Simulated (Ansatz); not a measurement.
Take HfO2 (space group P2_1/c, No. 14) as the base.

```
HfO2
1.0
    5.11406     0.00000     0.00000
    0.00000     5.18158     0.00000
   -0.87114     0.00000     5.22313
Hf O
4 8
Direct
  0.27621   0.04185   0.20822
  0.72379   0.54185   0.29178
  0.72379   0.95815   0.79178
  0.27621   0.45815   0.70822
  0.07006   0.33377   0.34402
  0.92994   0.83377   0.15598
  0.92994   0.66623   0.65598
  0.07006   0.16623   0.84402
  0.44796   0.75767   0.47851
  0.55204   0.25767   0.02149
  0.55204   0.24233   0.52149
  0.44796   0.74233   0.97851
```

Cartesian axes are those of the cell as printed.

Method: r2SCAN (Ansatz, an electronic-structure program; PAW; 500 eV plane waves; no SOC).

Strains are applied to the cell and any free atomic positions relax; under biaxial strain the out-of-plane vector relaxes too.

One change was made to it. Results:

```tsv
quantity	base	after
valence-band top at Γ (three highest levels, from the VBM)	0.00, -0.21, -0.52 eV	0.00, -0.12, -0.46 eV
band gap	4.59 eV	4.61 eV
gap character	indirect, Γ → Y₂	indirect, Γ → Y₂
pressure (mean of the normal stresses, compression positive)	0.00 GPa	2.69 GPa
```

**Question.** Which of these changes matches the shifts?
A. tensor shear ε_xz = −3.28 %
B. biaxial strain −0.62 %, plane normal [001], relaxed out of plane
C. uniaxial strain ε_xx = −1.30 %
D. isotropic strain +2.18 %

**Answer.** C, uniaxial strain ε_xx = −1.30 %. For comparison, the valence-band top at Γ in the other runs: isotropic strain +2.18 % gives 0.00, -0.17, -0.41 eV; biaxial strain −0.62 %, plane normal [001], relaxed out of plane gives 0.00, -0.18, -0.49 eV; tensor shear ε_xz = −3.28 % gives 0.00, -0.10, -0.64 eV.

With Hf present, leaving out spin-orbit coupling can change the band edges. Stability against distortions was not tested.
